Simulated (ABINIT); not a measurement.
Convergence study of the k-point mesh for Pt (Fm-3m, 1 atom in the cell)

```yaml
crystal:
  lattice:
    - [0.00000, 1.95412, 1.95412]
    - [1.95412, 0.00000, 1.95412]
    - [1.95412, 1.95412, 0.00000]
  atoms:
    - { symbol: Pt, position: [0.00000, 0.00000, 0.00000] }
```

Method of the run: PBEsol, norm-conserving pseudopotentials (PseudoDojo nc-sr-04 PBEsol standard) (plane waves; ABINIT).

Base settings: pseudos = [Pt.upf]; ecut = 42 Ha; occopt = 7; tsmear = 0.1 eV; ngkpt = 8 8 8; nshiftk = 1; shiftk = 0 0 0; potentials = PseudoDojo nc-sr-04 PBEsol standard; nband = 14; kptopt = 1.

Only quantities that move along the ladder and can be compared are tabulated.

The count of work is k-points × plane waves × bands × iterations; it is no time. 

The starting cell has typed, rounded lattice constants, without a prior relaxation at this level. Its lattice was rescaled by up to half a per cent. Spin polarisation is off.

Steps (ngkpt): 2 2 2; 3 3 3; 4 4 4; 5 5 5; 6 6 6; 8 8 8; 9 9 9; 11 11 11; 14 14 14; 17 17 17; 21 21 21; 23 23 23; 28 28 28.

What is the coarsest ngkpt that holds the free energy within 5 meV/atom of the last step, with all finer ones?

17 17 17, at 0.26 of the last step's count of work; the step before is off by 7.0 meV/atom.

What is the coarsest ngkpt that holds the pressure within 1 GPa of the last step, with all finer ones?

8 8 8, at 0.046 of the last step's count of work; the step before is off by 2.7 GPa.

| ngkpt | free energy less the last step's (meV/atom) | pressure (GPa) | count of work / last |
|---|---|---|---|
| 2 2 2 | 4682.09 | 70.96 | 0.0025 |
| 3 3 3 | 637.34 | 11.25 | 0.0064 |
| 4 4 4 | -117.30 | -0.02 | 0.013 |
| 5 5 5 | 312.15 | 6.93 | 0.018 |
| 6 6 6 | -113.94 | -1.08 | 0.026 |
| 8 8 8 | 10.82 | 1.03 | 0.046 |
| 9 9 9 | -28.83 | 1.23 | 0.056 |
| 11 11 11 | -8.26 | 1.35 | 0.090 |
| 14 14 14 | -7.05 | 1.51 | 0.17 |
| 17 17 17 | -2.71 | 1.59 | 0.26 |
| 21 21 21 | 1.09 | 1.60 | 0.46 |
| 23 23 23 | 0.76 | 1.62 | 0.58 |
| 28 28 28 | 0.00 | 1.62 | 1.0 |
